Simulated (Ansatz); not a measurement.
The starting structures come from a database of crystals and need not be the phases stable at ambient conditions.

Inside the gap of an insulator the Bloch states are evanescent, with a wavenumber k + iκ along the transport direction.

```xyz
12
Lattice="4.8788 0.0000 0.0000 0.0779 5.1842 0.0000 0.0000 0.0000 5.8300" Properties=species:S:1:pos:R:3 pbc="T T T"
Nb     4.9372     3.8882     4.7848
Nb     0.0195     1.2961     1.0452
In     2.4978     3.8882     1.8617
In     2.4589     1.2961     3.9682
O      3.6354     2.0887     2.2322
O      1.3212     3.0955     3.5978
O      1.2823     0.5034     2.2322
O      3.6743     4.6808     3.5978
O      3.8584     2.2638     5.2303
O      1.0983     2.9204     0.5996
O      1.0593     0.3283     5.2303
O      3.8973     4.8559     0.5996
```

Space group of this cell: P2/c. The cell is taken as given; by r2SCAN its mean pressure is -4.5 GPa.

Transport runs along the normal of the first two printed cell vectors.

The gap is the functional's own. No spin-orbit coupling. Mid-gap values are interpolated on the energy grid.

### Question
Give the band gap and the smallest decay constant κ at mid-gap that r2SCAN in Ansatz (a program for electronic structure) yields.

### Answer
Gap 3.67 eV on a 6×6×6 mesh; κ = 0.435 1/Å, at the zone centre.
